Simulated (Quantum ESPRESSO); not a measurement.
Variants of one calculation on YCu₂ (Imma, 6 atoms in the cell)

```xyz
6
Lattice="2.1799 3.4583 3.6812 -2.1799 3.4583 3.6812 -2.1799 -3.4583 3.6812" Properties=species:S:1:pos:R:3 pbc="T T T"
Y      0.0000    -1.7291     4.0073
Y     -2.1799    -1.7291    -0.3260
Cu     0.0000    -3.0923     1.2136
Cu    -2.1799    -0.3660     2.4677
Cu     0.0000    -0.3660     1.2136
Cu    -2.1799    -3.0923     2.4677
```

Base run A: LDA (PZ), PSlibrary PAW (LDA) pseudopotentials run with Quantum ESPRESSO, self-consistent single point.

Its settings: ecutwfc = 55 Ry; ecutrho = 385 Ry; occupations = smearing; smearing = methfessel-paxton; degauss = 0.0147 Ry; potentials = {Y: Y.pz-spn-kjpaw_psl.1.0.0.UPF, Cu: Cu.pz-dn-kjpaw_psl.1.0.0.UPF}; K_POINTS = automatic 5 5 5 0 0 0; conv_thr = 1e-11 Ry.

The starting cell comes from a database of computed structures (which also holds hypothetical and non-ambient phases and stackings), without a prior relaxation at this level. Its lattice was rescaled by a random factor within 2.5 % of one. Spin polarisation is off. In the base run, with a pressure of about -10 GPa the cell is away from its equilibrium volume at this level.

ΔF is the free energy per atom less that of run A. A dash stands where there is no value to compare (another energy zero or no entropy term, no result, no spin, no clean gap, or a mesh too coarse for one). Total energies depend on the potentials, the functional and any Hubbard or dispersion term, so they are compared only between runs that share all of them.

Runs:
- B: ecutrho: 385 Ry → 275 Ry
- C: ecutwfc: 55 Ry → 38 Ry; ecutrho: 385 Ry → 266 Ry
- D: degauss: 0.0147 Ry → 0.0073499 Ry
- E: smearing: methfessel-paxton → gaussian
- F: nosym: default → true
- G: K_POINTS: automatic 5 5 5 0 0 0 → automatic 4 4 4 1 1 1
- H: mixing_beta: default → 0.8
- I: conv_thr: 1e-11 Ry → 1e-05 Ry
- J: pseudopotentials: {Y: Y.pz-spn-kjpaw_psl.1.0.0.UPF, Cu: Cu.pz-dn-kjpaw_psl.1.0.0.UPF} → {Y: Y.pz-spn-rrkjus_psl.1.0.0.UPF, Cu: Cu.pz-dn-rrkjus_psl.1.0.0.UPF}

```
run  ΔF (meV/atom)  pressure (GPa)  largest force (eV/Å)  k-points
---  -------------  --------------  --------------------  --------
A             0.00           -9.86                 0.133        27
B             0.00           -9.86                 0.133        27
C             39.6           -9.70                 0.132        27
D            -0.66           -9.86                 0.128        27
E             -5.9           -9.83                 0.143        27
F             0.00           -9.86                 0.133        63
G              3.7           -9.97                 0.127        17
H             0.00           -9.86                 0.133        27
I             0.01          -11.31                 0.117        27
J                –           -9.48                 0.131        27
```

Run H against A: The free energy hardly moves (within 1 meV/atom), the pressure stays at -9.86 GPa and the largest force stays at 0.133 eV/Å.

Run I against A: The free energy is nearly the same (within 1 meV/atom), the pressure goes from -9.86 to -11.31 GPa and the largest force goes from 0.133 to 0.117 eV/Å.
